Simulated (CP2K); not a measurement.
A self-consistent single point of SrBi3 (Pm-3m, 4 atoms in the cell) with CP2K.

Method of the run: PBEsol, GPW, DZVP-MOLOPT-SR-GTH basis, GTH-PBE potentials (GTH_POTENTIALS) in CP2K.

The change in words: lattice scaled by 0.98. Reference geometry:
```
CELL_PARAMETERS angstrom
      5.04969     0.00000     0.00000
      0.00000     5.04969     0.00000
      0.00000     0.00000     5.04969
ATOMIC_POSITIONS crystal
  Sr 0.00000 0.00000 0.00000
  Bi 0.50000 0.50000 0.00000
  Bi 0.00000 0.50000 0.50000
  Bi 0.50000 0.00000 0.50000
```

Reference input (self-consistent single point, DFT PBEsol, GPW, DZVP-MOLOPT-SR-GTH basis, GTH-PBE potentials (GTH_POTENTIALS)): CUTOFF = 500 Ry; REL_CUTOFF = 50 Ry; SMEAR/METHOD = GAUSSIAN; SIGMA = 0.1 eV; KPOINTS/SCHEME = MONKHORST-PACK 5 5 5; XC_FUNCTIONAL = PBE:PBESOL; Sr/BASIS_SET = DZVP-MOLOPT-SR-GTH-q10; Sr/POTENTIAL = GTH-PBE-q10; Bi/BASIS_SET = DZVP-MOLOPT-SR-GTH-q5; Bi/POTENTIAL = GTH-PBE-q5; METHOD = GPW; EPS_DEFAULT = 1e-10. This run's input differs from it in these lines:

```diff
@@ -66,5 +66,5 @@
     &CELL
-      A 5.04969400 0.00000000 0.00000000
-      B 0.00000000 5.04969400 0.00000000
-      C 0.00000000 0.00000000 5.04969400
+      A 4.94870000 0.00000000 0.00000000
+      B 0.00000000 4.94870000 0.00000000
+      C 0.00000000 0.00000000 4.94870000
       PERIODIC XYZ
@@ -73,5 +73,5 @@
       Sr       0.00000000     0.00000000     0.00000000
-      Bi       2.52484700     2.52484700     0.00000000
-      Bi       0.00000000     2.52484700     2.52484700
-      Bi       2.52484700     0.00000000     2.52484700
+      Bi       2.47435000     2.47435000     0.00000000
+      Bi       0.00000000     2.47435000     2.47435000
+      Bi       2.47435000     0.00000000     2.47435000
     &END COORD
```

Output, abridged:

```
 SCF WAVEFUNCTION OPTIMIZATION

  Step     Update method      Time    Convergence         Total energy    Change
     1 NoMix/Diag. 0.30E+00      -     1.84547464       -47.7244446230 -4.77E+01
     2 Broy./Diag. 0.30E+00      -     0.00685407       -47.5547434029  1.70E-01
     3 Broy./Diag. 0.30E+00      -     0.02066649       -47.3528696228  2.02E-01
     4 Broy./Diag. 0.30E+00      -     0.00072125       -47.3204987699  3.24E-02
     5 Broy./Diag. 0.30E+00      -     0.00124265       -47.3076932308  1.28E-02
     6 Broy./Diag. 0.30E+00      -     0.00041800       -47.3050468128  2.65E-03
     7 Broy./Diag. 0.30E+00      -     0.00042917       -47.3042484147  7.98E-04
     8 Broy./Diag. 0.30E+00      -     0.00000816       -47.3040017852  2.47E-04
     9 Broy./Diag. 0.30E+00      -     0.00000957       -47.3041133575 -1.12E-04
    10 Broy./Diag. 0.30E+00      -     0.00000032       -47.3041298889 -1.65E-05
  *** SCF run converged in    10 steps ***

  Overlap energy of the core charge distribution:               0.00000000000049
  Self energy of the core charge distribution:                -93.74017701852357
  Core Hamiltonian energy:                                     19.88042794695625
  Hartree energy:                                              34.99713445957592
  Exchange-correlation energy:                                 -8.44103419385769
  Smearing free energy correction:                             -0.00048108288005
  Fermi energy:                                                 0.23527064177301

  Total energy:                                               -47.30412988892498
  Total energy (extrapolated to sigma->0):                    -47.30388934748496

   [... lines left out ...]

 STRESS| Analytical stress tensor [bar]
 STRESS|                        x                   y                   z
 STRESS|      x        3.32691015842E+04   4.13235415964E-05   4.13257309034E-05
 STRESS|      y        4.13235415964E-05   3.32690789544E+04   4.13265711809E-05
 STRESS|      z        4.13257309034E-05   4.13265711809E-05   3.32690789551E+04
 STRESS| 1/3 Trace                                             3.32690864979E+04
```

The run converged in 10 iterations. Against the reference run the free energy goes up by 19.4 meV/atom and the pressure goes from 0.12 to 3.33 GPa.

The starting cell comes from a database of computed structures (which also holds hypothetical and non-ambient phases and stackings), without a prior relaxation at this level. Its lattice was rescaled by a random factor within 2.5 % of one. For this run, on top of that: lattice scaled by 0.98. Values carry the incompleteness of an atom-centred basis. The potentials were made for another functional than the one used. With a pressure of about 3 GPa the cell is away from its equilibrium volume at this level.
